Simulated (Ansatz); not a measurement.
## Convergence study of the k-point mesh at a smearing width of 0.3 eV for Li3Au (I4mm, 4 atoms in the cell)

```yaml
crystal:
  lattice:
    - [0.00000, 3.11605, 3.11605]
    - [3.11605, 0.00000, 3.11605]
    - [3.11605, 3.11605, 0.00000]
  atoms:
    - { symbol: Li, position: [0.25000, 0.25000, 0.25000] }
    - { symbol: Li, position: [0.75000, 0.75000, 0.75000] }
    - { symbol: Li, position: [0.50802, 0.50802, 0.49198] }
    - { symbol: Au, position: [0.00000, 0.00000, 0.00000] }
```

Computed with PBEsol, default PAW files made with PBE (plane waves; Ansatz, a first-principles code).

Base settings: basis.ecutwfc = 30.9 Ry; kpoints.mp_grid.grid = 9 9 9; hamiltonian.xc = pbesol; hamiltonian.pseudopotentials = {kind: paw} (the program's default PAW files); scf.occupations.method = gaussian; scf.occupations.width = 0.0073 Ry.

In this ladder: scf.occupations.width = 0.022 Ry.

Only quantities that move along the ladder and can be compared are tabulated.

The count of work is k-points × plane waves × bands × iterations; it is no time. 

The starting cell comes from a database of computed structures (which also holds hypothetical and non-ambient phases and stackings), without a prior relaxation at this level. Its lattice was rescaled by up to half a per cent. One atom was moved a little off its site on purpose. Ansatz's pressure includes its estimate of the finite-basis (Pulay) stress.

Steps (kpoints.mp_grid.grid): 3 3 3; 4 4 4; 5 5 5; 6 6 6; 7 7 7; 8 8 8; 10 10 10; 12 12 12; 18 18 18; 22 22 22.

Problem. What is the coarsest kpoints.mp_grid.grid that holds the free energy within 1 meV/atom of the last step, with all finer ones?

Solution. 7 7 7, at 0.048 of the last step's count of work; the step before is off by 4.2 meV/atom.

Problem. What is the coarsest kpoints.mp_grid.grid that holds the pressure within 0.1 GPa of the last step, with all finer ones?

Solution. 5 5 5, at 0.022 of the last step's count of work; the step before is off by 0.28 GPa.

| kpoints.mp_grid.grid | free energy less the last step's (meV/atom) | pressure (GPa) | count of work / last |
|---|---|---|---|
| 3 3 3 | 34.92 | 0.77 | 0.0072 |
| 4 4 4 | -2.35 | -0.48 | 0.016 |
| 5 5 5 | -5.49 | -0.24 | 0.022 |
| 6 6 6 | 4.25 | -0.17 | 0.036 |
| 7 7 7 | -0.90 | -0.24 | 0.048 |
| 8 8 8 | 0.33 | -0.20 | 0.071 |
| 10 10 10 | -0.06 | -0.22 | 0.12 |
| 12 12 12 | 0.09 | -0.20 | 0.20 |
| 18 18 18 | 0.00 | -0.21 | 0.58 |
| 22 22 22 | 0.00 | -0.21 | 1.0 |

Keys are those of Ansatz 0.2.
